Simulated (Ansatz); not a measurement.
Data:

```xyz
2
Lattice="0.0000 0.0000 -3.1942 -1.6389 2.3177 -1.5971 1.6389 2.3177 -1.5971" Properties=species:S:1:pos:R:3 pbc="T T T"
B      0.0000     4.6318    -3.1942
P      0.0000     1.1625    -1.5971
```

No spin polarisation.

Level of theory: r2SCAN in Ansatz (plane waves to 500 eV, PAW, no spin-orbit coupling). Γ-centred 12×12×12 mesh, Fermi–Dirac width 0.05 eV.

What pressure (mean of the normal stresses, compression positive) does the calculation give?

-6.06 GPa.

Estimate the valence-band top at Γ (three highest levels, from the VBM).

0.00, -0.19, -0.24 eV.

A biaxial case was relaxed in a doubled cell and then solved in the primitive one. The levels and masses belong to the bands next to the band gap. The cells carry an imposed strain or load. Whether these cells are dynamically stable was not tested. The cell was made from BP in the zinc blende structure (space group F-43m, No. 216) by this change: biaxial strain +2.18 %, plane normal [110], relaxed out of plane.

Ansatz is a quantum-chemistry and plane-wave program.
